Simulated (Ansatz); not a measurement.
**InBi: element substitutions**

Base system: InBi in the zinc blende structure (space group F-43m, No. 216; a = 6.722 Å; a cell from a computed database, its experimental status unchecked).

Each row replaces one element on all its sites; cell and atoms are relaxed.

Method: PBEsol (Ansatz, an electronic-structure program; PAW; 420 eV plane waves; no spin-orbit coupling), earlier PAW set.

```json
[
 {"variant": "base", "band gap": "zero", "lattice parameter a": "6.722 Å"},
 {"variant": "In → B", "band gap": "0.43 eV", "lattice parameter a": "5.457 Å"},
 {"variant": "Bi → Ru", "band gap": "zero", "lattice parameter a": "5.910 Å"},
 {"variant": "In → P", "band gap": "zero", "lattice parameter a": "?"},
 {"variant": "In → Cd", "band gap": "zero", "lattice parameter a": "6.601 Å"}
]
```

Question: Some entries are withheld; estimate them.

Answer: 
- In → P, lattice parameter a: 6.407 Å

With Bi present, leaving out spin-orbit coupling can change the band edges. Whether these cells are dynamically stable was not tested. As relaxed here, BiB, InRu, BiP and CdBi are hypothetical phases, not in the database extracts checked. The final runs are not spin-polarised. An odd electron count without spin: InRu and CdBi. InRu has a high density of states at the Fermi level and may be magnetic at this level.
